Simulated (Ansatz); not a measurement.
Worked example: self-consistent single point of TiSiIr (Pnma, 12 atoms in the cell) in Ansatz (an electronic-structure program)

Method of the run: PBEsol, default PAW files made with PBE (plane waves; Ansatz).

This input was run:

Ansatz 0.2 input:
```yaml
# TiSiIr
crystal:
  lattice:
    - [6.261240, 0.000000, 0.000000]
    - [0.000000, 3.856460, 0.000000]
    - [0.000000, 0.000000, 7.206850]
  atoms:
    - { symbol: Ti, position: [0.023090, 0.250000, 0.180030] }
    - { symbol: Ti, position: [0.976910, 0.750000, 0.819970] }
    - { symbol: Ti, position: [0.476910, 0.750000, 0.680030] }
    - { symbol: Ti, position: [0.523090, 0.250000, 0.319970] }
    - { symbol: Si, position: [0.772610, 0.250000, 0.623450] }
    - { symbol: Si, position: [0.227390, 0.750000, 0.376550] }
    - { symbol: Si, position: [0.727390, 0.750000, 0.123450] }
    - { symbol: Si, position: [0.272610, 0.250000, 0.876550] }
    - { symbol: Ir, position: [0.156370, 0.250000, 0.562230] }
    - { symbol: Ir, position: [0.843630, 0.750000, 0.437770] }
    - { symbol: Ir, position: [0.343630, 0.750000, 0.062230] }
    - { symbol: Ir, position: [0.656370, 0.250000, 0.937770] }
kpoints:
  mp_grid: { grid: [4, 7, 4] }
hamiltonian:
  xc: pbesol
  pseudopotentials: { kind: paw }
scf:
  occupations: { method: cold, width: 0.272 eV }
output:
  forces: true
  eigenvalues: true
  stress: true
```

Log, with long lists cut:

```
WARN basis.ecutwfc = 420 eV, the default
WARN ansatz: RAYON_NUM_THREADS=1 ignored (pool sized by the plan → 1); use --threads N
Pseudopotentials: kind: paw
Pseudopotential: Ti, paw, valence charge 12
Pseudopotential: Si, paw, valence charge 4
Pseudopotential: Ir, paw, valence charge 17
Crystal: 12 atoms, lattice volume = 174.018 Å³
Basis set: ecut = 420 eV, 3401 PW (Γ), exchange–correlation on 90×54×100 points (8 copies of the dense FFT grid, shifted against one another)
Bands: 80, of which v1, the nominal top of the filled ones, is band 66 counted from 1 (65 counted from 0)
Symmetry: 8 space group operations
Space group: Pnma (ITA 62), of the structure as read, at distance tolerance 5.6e-5 Å
k-points: 36 of 112
PAW frozen core: Ti, regenerated for the run's functional, and the local potential with it
PAW frozen core: Si, regenerated for the run's functional, and the local potential with it
PAW frozen core: Ir, regenerated for the run's functional, and the local potential with it
Initial density: superposition of atomic densities (neutral atoms: chi_scale 0, normalization atom), corrected by the library's trained network
Initial wavefunctions: pseudopotential atomic-orbital guess
Eigensolver: davidson
Functional: x = pbesol(κ = 0.804, μ = 0.12345679012345678), c = pbesol(β = 0.046)
SCF iter   1: F=—  HF=-59590.230582 eV  |F-HF|=—  |Δ(HF+E_count)|=         —  Δρ=5.51e-3  dr2=2.72e-2  ethr=1.77e-3  ⟨swp⟩=5.1  Hψ=9372  notcnv=0
all-band conjugate gradients solve this SCF's bands
preconditioner: auto → Kerker (q_TF=auto, 2.605 Å⁻¹)
SCF iter   2: F=—  HF=-59590.227770 eV  |F-HF|=—  |Δ(HF+E_count)|=   2.81e-3  S|Δr|=    0.00e0  Δρ=2.82e-3  dr2=8.47e-3  ethr=2.06e-5  ⟨swp⟩=2.1  Hψ=4725  notcnv=0
SCF iter   3: F=—  HF=-59590.226159 eV  |F-HF|=—  |Δ(HF+E_count)|=   1.61e-3  S|Δr|=    0.00e0  Δρ=5.25e-4  dr2=6.42e-4  ethr=6.42e-6  ⟨swp⟩=2.0  Hψ=4010  notcnv=0
SCF iter   4: F=—  HF=-59590.226019 eV  |F-HF|=—  |Δ(HF+E_count)|=   1.39e-4  S|Δr|=    0.00e0  Δρ=1.44e-4  dr2=4.44e-5  ethr=4.86e-7  ⟨swp⟩=2.0  Hψ=4025  notcnv=0
SCF iter   5: F=—  HF=-59590.225913 eV  |F-HF|=—  |Δ(HF+E_count)|=   1.06e-4  S|Δr|=    0.00e0  Δρ=4.38e-5  dr2=3.35e-6  ethr=3.37e-8  ⟨swp⟩=2.1  Hψ=4133  notcnv=0
SCF iter   6: F=—  HF=-59590.225913 eV  |F-HF|=—  |Δ(HF+E_count)|=   4.64e-7  S|Δr|=    0.00e0  Δρ=1.06e-5  dr2=3.37e-7  ethr=2.54e-9  ⟨swp⟩=2.1  Hψ=3899  notcnv=0
SCF iter   7: F=-59590.225913 eV  HF=-59590.225913 eV  |F-HF|=1.77e-8  |Δ(HF+E_count)|=   6.25e-8  S|Δr|=    0.00e0  Δρ=3.58e-6  dr2=2.27e-8  ethr=7.58e-11  ⟨swp⟩=9.0  Hψ=10522  notcnv=0
SCF 1 converged in 7 iterations: F = -59590.225913 eV  dr2 = 2.27e-8
SCF converged after 7 iterations
Stability not checked (fill_not_monotonic)
Free energy (F): -59590.225913 eV
Harris-Foulkes:  -59590.225913 eV  (|F-HF|=1.77e-8)
Internal energy: -59590.175156 eV  (E = F + TS)
E sigma→0 (E₀):  -59590.208994 eV
Entropy (-TS):   -0.050757 eV (-4.230 meV/atom)
Fermi energy:    16.996194 eV
--- Per-component energies (eV) ---
  E_band       = -1205.050049
  E_kinetic    = 3760.711589
  E_local      = -9591.851602  (includes V_loc(G=0)·N_el)
  E_nonlocal   = 437.978580
  E_hartree    = 3852.396769
  E_xc         = -1684.443178
  E_vxc        = -1889.139674  (∫ρ·V_xc dr)
  E_paw        = -42439.345722  (= ΣΔE_a)
  E_vpaw       = -1627.528190  (= ΣTr[D̂ρ^β])
  E_aug_tail   = 0.000715  (compensation charges beyond the density's cutoff)
  E_ewald      = -13927.367228
  E_core_change = 1.744919  (= ΣΔE_core)
  E_smearing   = -0.050757  (= −TS)
  E_closure    = 0.000000  (closes the sum)
  Σ components = -59590.225913   (vs F -59590.225913, Δ=0.00e0)
--- Forces (eV/Å), atoms counted from 1 ---
  atom   1  Ti    -0.03428146     0.00000000     0.01300455
  atom   2  Ti     0.03428146     0.00000000    -0.01300455
  atom   3  Ti     0.03428146     0.00000000     0.01300455
  atom   4  Ti    -0.03428146     0.00000000    -0.01300455
  atom   5  Si    -0.03111913     0.00000000     0.00506430
  atom   6  Si     0.03111913     0.00000000    -0.00506430
  atom   7  Si     0.03111913     0.00000000     0.00506430
  atom   8  Si    -0.03111913     0.00000000    -0.00506430
  atom   9  Ir    -0.09403335     0.00000000    -0.09020794
  atom  10  Ir     0.09403335    -0.00000000     0.09020794
  atom  11  Ir     0.09403335    -0.00000000    -0.09020794
  atom  12  Ir    -0.09403335     0.00000000     0.09020794
  max |Σ_I F_I| component: 1.39e-17 eV/Å
--- Stress (GPa, compression-positive) ---
       -3.856350       0.000000       0.000000
        0.000000      -3.227284       0.000000
        0.000000       0.000000      -2.847253
  P = ⅓ Tr σ = -3.3103 GPa (-33.103 kbar)
  The stress holds the Pulay correction. Without it, at fixed plane waves, as pw.x and ABINIT print it: P = -3.3501 GPa
--- Band table (eV; the first three rows and the last of 36) ---
  k-point 0: bands = ["-75.3132", "-75.3131", "-75.3039", "-75.3038", "-39.9241", "-39.9151", "-39.9138", "-39.9039", "-32.2583", "-32.2556", "-32.2556", "-32.2533", "-32.2236", "-32.2233", "-32.2135", "-32.2126", "-32.1284", "-32.1270", "-32.1242", [...]
  k-point 1: bands = ["-75.3132", "-75.3131", "-75.3039", "-75.3039", "-39.9235", "-39.9185", "-39.9103", "-39.9047", "-32.2580", "-32.2561", "-32.2551", "-32.2536", "-32.2236", "-32.2233", "-32.2134", "-32.2128", "-32.1282", "-32.1272", "-32.1242", [...]
  k-point 2: bands = ["-75.3131", "-75.3131", "-75.3039", "-75.3039", "-39.9216", "-39.9216", "-39.9069", "-39.9069", "-32.2572", "-32.2572", "-32.2542", "-32.2542", "-32.2235", "-32.2235", "-32.2131", "-32.2131", "-32.1277", "-32.1277", "-32.1241", [...]
  k-point 35: bands = ["-75.3095", "-75.3095", "-75.3074", "-75.3074", "-39.9144", "-39.9144", "-39.9119", "-39.9119", "-32.2544", "-32.2544", "-32.2529", "-32.2529", "-32.2347", "-32.2347", "-32.2331", "-32.2331", "-32.1191", "-32.1191", [...]
```

The run converged in 7 iterations.

The starting cell comes from a database of computed structures (which also holds hypothetical and non-ambient phases and stackings), without a prior relaxation at this level. Spin-orbit coupling is off. Spin polarisation is off. With a pressure of about -3 GPa the cell is away from its equilibrium volume at this level. Ansatz's pressure includes its estimate of the finite-basis (Pulay) stress.

Cost on one core of a shared machine: roughly 30 s.
